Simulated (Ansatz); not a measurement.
Start from GaN in the wurtzite structure (space group P6_3mc, No. 186; a = 3.183 Å, c = 5.185 Å).

Calculations: PBEsol (Ansatz, a first-principles code, PAW, scalar-relativistic without spin-orbit coupling).

One change was made to it. Results:

The width of the top valence band rises by 0.57 eV to 3.39 eV; the valence-band top at Γ (three highest levels, from the VBM) becomes 0.00, 0.00, -0.09 eV (base: 0.00, 0.00, -0.04 eV); the shortest interatomic distance shrinks by 0.1042 Å, from 1.946 Å to 1.841 Å; the c/a ratio grows by 0.003 to 1.632.

Q: What was done to the base?
A. pressure 1.8 GPa
B. pressure −1 GPa
C. pressure 9 GPa
D. pressure −2 GPa
E. pressure 45 GPa

A: E, pressure 45 GPa. For comparison, the valence-band top at Γ in the other runs: pressure 9 GPa gives 0.00, 0.00, -0.05 eV; pressure 1.8 GPa gives 0.00, 0.00, -0.04 eV; pressure −2 GPa gives 0.00, 0.00, -0.04 eV; pressure −1 GPa gives 0.00, 0.00, -0.04 eV.

The levels and masses belong to the bands next to the band gap. Load acts through the strain it causes; cell and atoms are relaxed under it. Stability against distortions was not tested. Tetrahedral semiconductors of this kind turn to denser phases somewhere between about 1 and 50 GPa; those were not computed, so compressed cells here can lie past the real transition.
